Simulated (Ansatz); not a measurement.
We consider AlN (P6₃/mmc, No. 194, 4 atoms in the cell; start mp-13178; a measured phase of this formula has another space group), described by r²SCAN+rVV10 in Ansatz (plane waves, PAW).

Run with plane-wave cutoff 560 eV, 12×12×8 k mesh (along the axes of the cell as run), Fermi–Dirac smearing 0.01 eV, scalar-relativistic PAW data made under PBE.

Computed at the level's own relaxed cell.

```xyz
4
Lattice="3.2890 0.0000 0.0000 -1.6445 2.8483 0.0000 0.0000 0.0000 4.1308" Properties=species:S:1:pos:R:3 pbc="T T T"
Al     0.0000     1.8989     3.0981
Al     1.6445     0.9494     1.0327
N      0.0000     1.8989     1.0327
N      1.6445     0.9494     3.0981
```

Question: List the 10 lowest band energies at Γ above −25 eV (eV, relative to the valence band maximum), grouping those that round alike.

Answer: At Γ: -17.85, -14.07, -7.20, -3.48 (×2), -1.71 (×2), 0.00, 4.01, 5.40.

A start named mp-… is a Materials Project structure, which need not be a measured phase.

Ansatz is a program for electronic structure.
